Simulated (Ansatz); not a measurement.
Start from SnTe in the rock salt structure (space group Fm-3m, No. 225).

```xyz
2
Lattice="0.0000 3.1174 3.1174 3.1174 0.0000 3.1174 3.1174 3.1174 0.0000" Properties=species:S:1:pos:R:3 pbc="T T T"
Sn     0.0000     0.0000     0.0000
Te     3.1174     3.1174     3.1174
```

Cartesian axes are those of the cell as printed.

Calculations: LDA in Ansatz (plane waves to 420 eV, PAW, spin-orbit coupling left out).

One thing is altered: tensor shear ε_xy = +0.86 % (engineering shear γ = 0.0172); the atoms relax in the strained cell.

Task: Predict the stress tensor and what it implies for the stiffness.

Result: Stress of the strained cell less that of the base (GPa, compression positive):
```
   0.00   -0.31    0.00
  -0.31    0.00    0.00
   0.00    0.00    0.00
```

Then −Δσ/γ with γ = 2ε = 0.0172 gives relaxed-ion elastic constants: C66 ≈ 18 GPa.

No phonon test of stability was made.

Ansatz is an electronic-structure program.
